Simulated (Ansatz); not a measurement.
The starting structures come from a database of crystals and need not be the phases stable at ambient conditions.

By PBEsol, the system below comes out a metal.

A figure of merit of an interconnect metal is its ballistic conductance per area.

Consider the following.

```yaml
crystal:
  lattice:
    - [3.54553, 0.00000, 0.00000]
    - [0.00000, 3.54553, 0.00000]
    - [1.77276, -1.77276, 1.77276]
  atoms:
    - { symbol: Mg, position: [0.00000, 0.00000, 0.00000] }
```

Space group of this cell: Im-3m, bcc (W type). The cell is taken as given.

The current flows along the normal of the first two printed cell vectors, the (001) plane of the conventional cell. No spin-orbit coupling; the value is a mean over 0.1 eV about the Fermi level.

**Question.** State the ballistic conductance per area according to PBEsol (Ansatz, a first-principles code).

**Answer.** 0.91 × 10¹⁵ S/m² for both spins.
